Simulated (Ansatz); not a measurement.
An Ansatz (a first-principles code) run: IrO2 with a change (pressure 3 GPa); Kohn–Sham DFT with the PBEsol functional, run in Ansatz with PAW and 420 eV plane waves, no spin-orbit coupling.

Input:

Ansatz 0.2 input:
```yaml
crystal:
  lattice:
    - [4.4623713951, 0, 0]
    - [0, 4.4623713951, 0]
    - [0, 0, 3.1509319655]
  atoms:
    - { symbol: Ir, position: [0, 0, 0] }
    - { symbol: Ir, position: [0.5, 0.5, 0.5] }
    - { symbol: O, position: [0.3088544555, 0.3088544555, 0] }
    - { symbol: O, position: [0.8088544555, 0.1911455445, 0.5] }
    - { symbol: O, position: [0.1911455445, 0.8088544555, 0.5] }
    - { symbol: O, position: [0.6911455445, 0.6911455445, 0] }
basis: { ecutwfc: 420, ecutrho_ratio: 4, xc_grid: 2, fft_grid_basis: typed }
kpoints: { mp_grid: { grid: [11, 11, 15] } }
hamiltonian:
  xc: pbesol
  dispersion: none
  pseudopotentials: { kind: paw }
scf: { occupations: { method: fermi_dirac, width: 0.05 } }
relax: { f_tol: 0.01, max_steps: 60, cell: { stress_tol: 0.02, p_target: 3.0 } }
output: { forces: true, stress: true }
checkpoint: { write: state.ck, write_every: 1000 }
```

Output (explanatory and most iteration lines left out):

```
Relaxation: its limit of steps is 60 (relax.max_steps)
Pseudopotential: Ir, paw, valence charge 17
Pseudopotential: O, paw, valence charge 6
Crystal: 6 atoms, lattice volume = 62.744 Å³
Basis set: ecut = 420 eV, 1243 PW (Γ), exchange–correlation on 60×60×48 points (8 copies of the dense FFT grid, shifted against one another)
Bands: 35, of which v1, the nominal top of the filled ones, is band 29 counted from 1 (28 counted from 0)
Symmetry: 16 space group operations
Space group: P42/mnm (ITA 136), of the structure as read, at distance tolerance 4.0e-5 Å
k-points: 168 of 1815
Functional: x = pbesol(κ = 0.804, μ = 0.12345679012345678), c = pbesol(β = 0.046)
SCF iter   1: F=—  HF=-25836.567647 eV  |F-HF|=—  |Δ(HF+E_count)|=         —  Δρ=1.96e-2  dr2=1.88e-1  ethr=1.77e-3  ⟨swp⟩=5.9  Hψ=22242  notcnv=0  defer=13
SCF iter   2: F=—  HF=-25836.533176 eV  |F-HF|=—  |Δ(HF+E_count)|=   3.45e-2  Δρ=1.14e-2  dr2=3.01e-2  ethr=3.24e-4  ⟨swp⟩=2.0  Hψ=11529  notcnv=0  defer=139
SCF 1 converged in 7 iterations: F = -25836.523386 eV  dr2 = 6.24e-9
relax step   1: F+E_penalty+E_count = -25836.52338601 eV  Δ(F+E_penalty+E_count) = +0.000e0 eV  max|allowed force component| = 3.385e-4 eV/Å  Δτ_max = 0.0000 Å  P = +1.500 GPa  Ω = 62.744 Å³  (7 SCF iters, dr2 threshold 1.00e-7 eV, accepted)
[... steps on the carried basis left out ...]
relax step   5: F+E_penalty+E_count = -25836.51907672 eV  Δ(F+E_penalty+E_count) = +2.966e-5 eV  max|allowed force component| = 5.492e-4 eV/Å  Δτ_max = 0.0000 Å  P = +3.000 GPa  Ω = 62.433 Å³  stress off target by 4.75e-3 GPa  SCF on the basis re-selected at this cell (its energy is not comparable with the rows above)  (5 SCF iters)
SCF converged after 5 iterations
Free energy (F): -25836.519077 eV
Internal energy: -25836.496194 eV  (E = F + TS)
E sigma→0 (E₀):  -25836.507635 eV
Entropy (-TS):   -0.022883 eV (-3.814 meV/atom)
Fermi energy:    14.931182 eV
--- Forces (eV/Å), atoms counted from 1 ---
  atom   1  Ir    -0.00000000    -0.00000000     0.00000000
  atom   2  Ir    -0.00000000    -0.00000000    -0.00000000
  atom   3  O     -0.00054923    -0.00054923     0.00000000
  atom   4  O     -0.00054923     0.00054923    -0.00000000
  atom   5  O      0.00054923    -0.00054923     0.00000000
  atom   6  O      0.00054923     0.00054923    -0.00000000
--- Stress (GPa, compression-positive) ---
        2.996901       0.000000       0.000000
        0.000000       2.996901      -0.000000
        0.000000      -0.000000       3.004752
  P = ⅓ Tr σ = 2.9995 GPa (29.995 kbar)
--- Relaxed structure (3 steps of the walk, 3 accepted, 2 SCFs on fresh bases) ---
  cell:  # Å, volume = 62.4329 Å³
    - [4.4531390260604615, 3.379372564819518e-36, 0.0]
    - [3.379372564819518e-36, 4.4531390260604615, 0.0]
    - [0.0, 0.0, 3.1483332296068713]
  atoms:
    - { symbol: Ir, position: [-8.098849068427585e-21, -2.530890333883852e-22, 0.0] }
    - { symbol: Ir, position: [0.49999999999999994, 0.49999999999999994, 0.5] }
    - { symbol: O, position: [0.3089172970443749, 0.3089172970443749, 0.0] }
    - { symbol: O, position: [0.8089172970443749, 0.1910827029556251, 0.5] }
    - { symbol: O, position: [0.1910827029556251, 0.8089172970443749, 0.5] }
    - { symbol: O, position: [0.6910827029556249, 0.6910827029556249, 0.0] }
```

Load acts through the strain it causes; cell and atoms are relaxed under it. Stability against distortions was not tested. No Hubbard U is applied, and correlation can decide whether such a compound is a metal. All final runs are without spin polarisation. The cell was made from IrO$_{2}$ in the rutile structure (space group P4_2/mnm, No. 136) by this change: pressure 3 GPa.
